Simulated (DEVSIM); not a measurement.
Device: abrupt In0.53Ga0.47As p-n junction, at 350 K.

```csv
layer (left to right),material,thickness (μm),Nd (cm⁻³),Na (cm⁻³),τn (s),τp (s)
1,In0.53Ga0.47As,12.0,-,1.7e17,2.7e-8,2.7e-8
2,In0.53Ga0.47As,0.420,7.9e16,-,2.7e-8,2.7e-8
```

Left contact: ohmic. Right contact: ohmic. Voltage is applied to the left contact. Recombination: SRH at mid-gap, radiative. Mobility is constant in doping.

The device is made up for the run: typed textbook-type constants, with dimensions and the other settings drawn at random. Values at 300 K; Nc and Nv go as T^1.5, mobilities as T to minus their exponent, the gap by Varshni's rule with the affinity fixed.

| parameter | In0.53Ga0.47As |
|---|---|
| gap (eV) | 0.74 |
| affinity (eV) | 4.51 |
| permittivity | 13.9 |
| Nc (cm⁻³) | 2.1e17 |
| Nv (cm⁻³) | 7.7e18 |
| μn (cm²/Vs) | 12000 |
| μp (cm²/Vs) | 300 |
| T exponent of μn | 1.6 |
| T exponent of μp | 1.6 |
| B (cm³/s) | 9.6e-11 |
| Varshni α (eV/K) | 0.00035 |
| Varshni β (K) | 190 |

Simulated with DEVSIM: 1D drift-diffusion, Boltzmann statistics, complete ionisation; no tunnelling, impact ionisation, image-force lowering or self-heating.

The temperature was swept, all else fixed.

| temperature (K) | potential step across the device at zero bias (V) | dark forward voltage at 100 A/cm² (V) | largest field in the device at zero bias (V/cm) |
|---|---|---|---|
| 250 | 0.663 | 0.571 | 93000 |
| 300 | 0.616 | ? | 89000 |
| 350 | 0.566 | 0.443 | 84000 |
| 400 | 0.514 | 0.378 | 79000 |
| 450 | 0.461 | 0.310 | 74000 |
| 500 | 0.405 | 0.241 | 67000 |

Fill in the missing entries.


- 300, dark forward voltage at 100 A/cm² (V): 0.508
